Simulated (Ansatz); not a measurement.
Consider Tm in the hcp (Mg type) structure (space group P6_3/mmc, No. 194; a = 3.673 Å, c = 6.002 Å; ferromagnetic; relaxed with 0.1 eV smearing). Axes: x lies along a and z along c of the hexagonal cell.

All numbers come from PBE, PAW, 420 eV (Ansatz, a program for electronic structure; no SOC).

Before the change:

```
Quantity                         Result
-----------------------------  --------
Shortest interatomic distance  367.3 pm
```

Perturbation: uniaxial stress, 2 GPa compression along z, with the cell and atoms free to relax against it.

Q: How does this affect the shortest interatomic distance?

A: The shortest interatomic distance falls by 8.9 pm, from 367.3 pm to 358.4 pm.

Q: Predict the new strain response.

A: The strain response (xx, yy, zz) is (+0.41, +0.41, −3.93) %.

Other magnetic orders, which the real material may have, were not ruled out. The 4f electrons are in the valence with no U and their state was not checked, so volumes and moments can be off. Stability under load was not tested beyond the relaxation.
